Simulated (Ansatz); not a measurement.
Input and output of a self-consistent single point for CaAl8Cu4 (I4/mmm, 13 atoms in the cell) (Ansatz, an electronic-structure program).

Computed with PBEsol, default PAW files made with PBE (plane waves; Ansatz).

The change in words: lattice scaled by 0.97; basis.ecutwfc: 420 eV → 250 eV. Reference geometry:
```xyz
13
Lattice="-4.3829 4.3829 2.5494 4.3829 -4.3829 2.5494 4.3829 4.3829 -2.5494" Properties=species:S:1:pos:R:3 pbc="T T T"
Ca     0.0000     0.0000     0.0000
Al     3.0540     0.0000     0.0000
Al     5.7118     0.0000     0.0000
Al     0.0000     3.0540     0.0000
Al     0.0000     5.7118     0.0000
Al     2.4452     4.3829     0.0000
Al     1.9377     0.0000     2.5494
Al     4.3829     2.4452     0.0000
Al     0.0000     1.9377     2.5494
Cu     2.1915     2.1915     1.2747
Cu    -2.1915     2.1915     1.2747
Cu     2.1915     2.1915    -1.2747
Cu     2.1915    -2.1915     1.2747
```

Reference input (self-consistent single point, DFT, PBEsol, plane waves, default PAW files made with PBE): basis.ecutwfc = 420 eV; kpoints.mp_grid.grid = 5 5 5; hamiltonian.xc = pbesol; hamiltonian.pseudopotentials = {kind: paw} (the program's default PAW files); scf.occupations.method = cold; scf.occupations.width = 0.2 eV. This run's input differs from it in these lines:

Ansatz 0.2 input:
```diff
@@ -2,5 +2,5 @@
   lattice:
-    - [-4.382900, 4.382900, 2.549405]
-    - [4.382900, -4.382900, 2.549405]
-    - [4.382900, 4.382900, -2.549405]
+    - [-4.251413, 4.251413, 2.472923]
+    - [4.251413, -4.251413, 2.472923]
+    - [4.251413, 4.251413, -2.472923]
   atoms:
@@ -20,3 +20,3 @@
 basis:
-  ecutwfc: 420.0 eV
+  ecutwfc: 250.0 eV
 kpoints:
```

Log, with long lists cut:

```
SCF iter   1: F=—  HF=-32337.986216 eV  |F-HF|=—  |Δ(HF+E_count)|=         —  Δρ=3.54e-2  dr2=9.41e-1  ethr=1.77e-3  ⟨swp⟩=8.8  Hψ=5512  notcnv=0
all-band conjugate gradients solve this SCF's bands
preconditioner: auto → Kerker (q_TF=auto, 2.516 Å⁻¹)
SCF iter   2: F=—  HF=-32336.796578 eV  |F-HF|=—  |Δ(HF+E_count)|=    1.19e0  S|Δr|=    0.00e0  Δρ=2.46e-2  dr2=8.22e-1  ethr=8.56e-4  ⟨swp⟩=2.0  Hψ=2560  notcnv=0  defer=83
   [... lines left out ...]
SCF iter   5: F=—  HF=-32336.610363 eV  |F-HF|=—  |Δ(HF+E_count)|=   2.44e-3  S|Δr|=    0.00e0  Δρ=1.67e-4  dr2=9.85e-5  ethr=1.54e-6  ⟨swp⟩=2.1  Hψ=2300  notcnv=0  defer=80
SCF iter   6: F=—  HF=-32336.610440 eV  |F-HF|=—  |Δ(HF+E_count)|=   7.65e-5  S|Δr|=    0.00e0  Δρ=5.00e-5  dr2=6.19e-6  ethr=8.95e-8  ⟨swp⟩=2.1  Hψ=1678  notcnv=0  defer=80
SCF iter   7: F=-32336.610438 eV  HF=-32336.610438 eV  |F-HF|=6.27e-8  |Δ(HF+E_count)|=   1.47e-6  S|Δr|=    0.00e0  Δρ=6.34e-6  dr2=9.19e-8  ethr=9.09e-11  ⟨swp⟩=8.1  Hψ=5458  notcnv=0
SCF 1 converged in 7 iterations: F = -32336.610438 eV  dr2 = 9.19e-8
Stability not checked (fill_not_monotonic)
Free energy (F): -32336.610438 eV
Internal energy: -32336.605357 eV  (E = F + TS)
E sigma→0 (E₀):  -32336.608744 eV
Entropy (-TS):   -0.005082 eV (-0.391 meV/atom)
Fermi energy:    12.123844 eV
--- Forces (eV/Å), atoms counted from 1 ---
  atom   1  Ca    -0.00000000     0.00000000     0.00000000
  atom   2  Al    -0.15336076     0.00000000    -0.00000000
  atom   3  Al     0.15336076     0.00000000     0.00000000
  atom   4  Al    -0.00000000    -0.15336076     0.00000000
   [... lines left out ...]
  atom  13  Cu     0.00000000    -0.00000000     0.00000000
--- Stress (GPa, compression-positive) ---
       12.479670      -0.000000      -0.000000
       -0.000000      12.479670       0.000000
       -0.000000       0.000000       9.754469
  P = ⅓ Tr σ = 11.5713 GPa (115.713 kbar)
  The stress holds the Pulay correction. Without it, at fixed plane waves, as pw.x and ABINIT print it: P = -50.9784 GPa
```

The run converged in 7 iterations. Against the reference run the free energy rises by 932 meV/atom, the pressure goes from -0.31 to 11.57 GPa and the largest force goes from 0.171 to 0.294 eV/Å.

The starting cell comes from a database of computed structures (which also holds hypothetical and non-ambient phases and stackings), without a prior relaxation at this level. For this run, on top of that: lattice scaled by 0.97. Spin polarisation is off. Ansatz's pressure includes its estimate of the finite-basis (Pulay) stress. Without the estimate this run gives -50.98 GPa. The cutoff lies below the one recommended for these files.
